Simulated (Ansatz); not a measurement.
The structure below was relaxed with PBEsol-D3(BJ) in Ansatz (plane waves to 420 eV, PAW, spin-orbit coupling left out), earlier PAW set.

```
TeS
1.0
    2.06933    -5.87743     0.00000
    2.06933     5.87743     0.00000
    0.00000     0.00000     3.57781
Te S
2 2
Direct
  0.11272   0.88728   0.75000
  0.88728   0.11272   0.25000
  0.36357   0.63643   0.75000
  0.63643   0.36357   0.25000
```

Problem. Find the space group and the Wyckoff positions.

Solution. Space group Cmcm (No. 63); a = 4.1387 Å, b = 11.7549 Å, c = 3.5778 Å, α = 90.00°, β = 90.00°, γ = 90.00°

```tsv
atom	site	symmetry	x	y	z
Te	4c	m2m	0.0000	0.1127	0.7500
S	4c	m2m	0.0000	0.6364	0.2500
```

Whether these cells are dynamically stable was not tested. The final runs are not spin-polarised. The cell was made from SnS by this change: Sn → Te; the result is a hypothetical phase, not in the database extracts checked.

Ansatz is a quantum-chemistry and plane-wave program.
